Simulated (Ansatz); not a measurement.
CoSi2 (Fm-3m): resistivity and electron-phonon coupling

```
CoSi2
1.0
    0.00000     2.67965     2.67965
    2.67965     0.00000     2.67965
    2.67965     2.67965     0.00000
Co Si
1 2
Direct
  0.00000   0.00000   0.00000
  0.75000   0.75000   0.75000
  0.25000   0.25000   0.25000
```

Calculation: PBE, DFPT electron-phonon coupling, linearised Boltzmann equation (plane waves, PAW, scalar-relativistic; Ansatz, an electronic-structure program). Condition of this run: functional PBE, cell relaxed with it. How the cell was made: relaxed with this functional, without spin-orbit coupling.

```
Property                                                                                                Result
----------------------------------------------------------------------------------  --------------------------
resistivity at 300 K                                                                                10.2 μΩ·cm
resistivity at 77 K                                                                                 0.78 μΩ·cm
electron mean free path at 300 K (weighted by the current that each state carries)                      9.8 nm
electron-phonon coupling λ                                                                                0.40
transport coupling λ_tr                                                                                   0.39
logarithmic mean phonon energy                                                                          25 meV
density of states at the Fermi level                                                0.52 states/(eV·spin·cell)
Drude plasma energy                                                                                     6.3 eV
Hall coefficient at 300 K                                                                       22 ×10⁻¹¹ m³/C
```

A metal at this level (no band gap). Only scattering by harmonic phonons is included (no impurities, grain boundaries, electron-electron scattering or thermal expansion). Spin-orbit coupling is left out. Halving the electron mesh (28x28x28) moves the resistivity by up to 2 % at 300 K, the mean free path by up to 1 %, the coupling by up to 2 %. Smearing 0.20 eV; phonons on a 5x5x5 q mesh, which this run doesn't test and which matters most at low temperature.

Treated as nonmagnetic (a ferromagnetic start lost its moment, other orders weren't tried): CoSi2 (Fm-3m).
